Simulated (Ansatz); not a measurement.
Functionals compared on the (11-21) surface of hexagonal WC in its 1x1 cell (cut with top plane C, bottom plane C), outermost plane spacing 0.65 Å in the ideal cut (one of several cuts of this face), with 1 C a cell over the bulk's ratio, in Ansatz (plane waves, PAW). The structure was relaxed with PBE; the other rows are single points on it. Cutoff 420 eV (500 eV for r2SCAN).

Slab: 17 atoms, C9W8, 10.4 Å thick at the start (thin: gaps and levels are the slab's own); k 10x10x1, smearing 0.1 eV, dipole-corrected; all atoms relaxed; held to the start's symmetry, so lower structures may exist; no spin, no spin-orbit, no U. These notes are the PBE run's.

| functional | work function of the top face (eV) | rough cost of the single point |
|---|---|---|
| PBE | 5.05 | – |
| LDA | 5.40 | about 4 core-minutes (a rough figure) |
| PBEsol | … | very roughly 4 core-minutes |
| RPBE | 4.90 | about 4 core-minutes (a rough figure) |
| r2SCAN | 5.10 | about 8 core-minutes (a rough figure) |

Question: What belongs in the gaps?

Answer: 
- PBEsol, work function of the top face (eV): 5.15

Ansatz is a quantum-chemistry and plane-wave program.
